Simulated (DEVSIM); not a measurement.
System: Schottky contact on n-type GaSb, at 400 K.

Layer 1 from the left is GaSb, thickness (μm) 0.470, Nd (cm⁻³) 1.5e17, τn (s) 5.2e-9, τp (s) 5.2e-9.

Left contact: Schottky, work function 4.45 eV, emission velocity 2e6 cm/s. Right contact: ohmic. Voltage is applied to the left contact. Recombination: SRH at mid-gap, radiative, Auger. Mobility is constant in doping.

Constants are typed, rounded textbook-type inputs, not results; the design itself was drawn at random and stands for no fabricated device. Values at 300 K; Nc and Nv go as T^1.5, mobilities as T to minus their exponent, the gap by Varshni's rule with the affinity fixed.

GaSb: gap (eV) 0.726, affinity (eV) 4.06, permittivity 15.7, Nc (cm⁻³) 2.1e17, Nv (cm⁻³) 1.8e19, μn (cm²/Vs) 5000, μp (cm²/Vs) 850, T exponent of μn 2, T exponent of μp 1.7, B (cm³/s) 1e-10, Cn (cm⁶/s) 5e-30, Cp (cm⁶/s) 5e-30, Varshni α (eV/K) 0.00042, Varshni β (K) 140.

Q: Estimate by hand the built-in potential, the peak field at zero bias, and compare with a numerical solution.

A: 
- Built-in potential: barrier φB = 0.390 eV; Vbi = φB − kT/q ln(N_band/N) = 0.364 V; numerical 0.364 V.
- Peak field at zero bias: depletion approximation: W = √(2εVbi/(qN)) = 0.0648 μm with N = 1.50e17 cm⁻³; field = 2Vbi/W = 112000 V/cm; numerical 106000 V/cm (estimate above by 5.8 %).

DEVSIM, 1D drift-diffusion, Boltzmann statistics, complete ionisation; no tunnelling, impact ionisation, image-force lowering or self-heating. Metal contacts follow the ideal Schottky-Mott rule: no Fermi-level pinning, no interface dipoles.
